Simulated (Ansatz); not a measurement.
Take B in the bcc (W type) structure (space group Im-3m, No. 229; a hypothetical phase, not in the database extracts checked; relaxed with 0.1 eV smearing) as the base.

```xyz
1
Lattice="-1.1538 1.1538 1.1538 1.1538 -1.1538 1.1538 1.1538 1.1538 -1.1538" Properties=species:S:1:pos:R:3 pbc="T T T"
B      0.0000     0.0000     0.0000
```

Cartesian axes are those of the cell as printed.

All numbers come from DFT with PBE, PAW potentials and a 420 eV plane-wave cutoff in Ansatz (a first-principles code), no spin-orbit coupling.

Before the change:

```
Property    Value
--------  -------
Pressure  0.0 GPa
```

Modification: tensile biaxial strain of 4.53 % in the plane normal to [001], as in epitaxy on a mismatched substrate; the out-of-plane cell vector and the atoms relax.

What happens to the out-of-plane strain?

The out-of-plane strain is -24.09 %.

How does this affect the pressure?

The pressure (mean of the normal stresses, compression positive) goes from zero to 60.2 GPa.

No phonon test of stability was made. Under biaxial strain +4.53 %, plane normal [001], relaxed out of plane the cell ends below the base's energy or with stress of the wrong sign: the atoms slid into a distortion or the cell is elastically unstable, so the base is not a stable minimum at this level.
